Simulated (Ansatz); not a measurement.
The reference is SiC in the wurtzite structure (space group P6_3mc, No. 186; a = 3.076 Å, c = 5.048 Å).

One thing is altered: a hydrostatic pressure of 7.5 GPa.

Levels (all Ansatz, a program for electronic structure, PAW): PBEsol (420 eV, no spin-orbit coupling); HSE06 (420 eV, without spin-orbit coupling).

The geometry is relaxed with PBEsol.

| Quantity | Result |
|---|---|
| PBEsol band gap | 2.07 eV |

Task: What does HSE06 give at this geometry for the band gap?

Result: The band gap rises by 1.046 eV, from 2.07 eV to 3.11 eV.

Single points use the geometry relaxed with PBEsol. HSE06 gaps are upper bounds (no full band path). Load acts through the strain it causes; cell and atoms are relaxed under it. Stability against distortions was not tested. No other phases were tried under pressure.
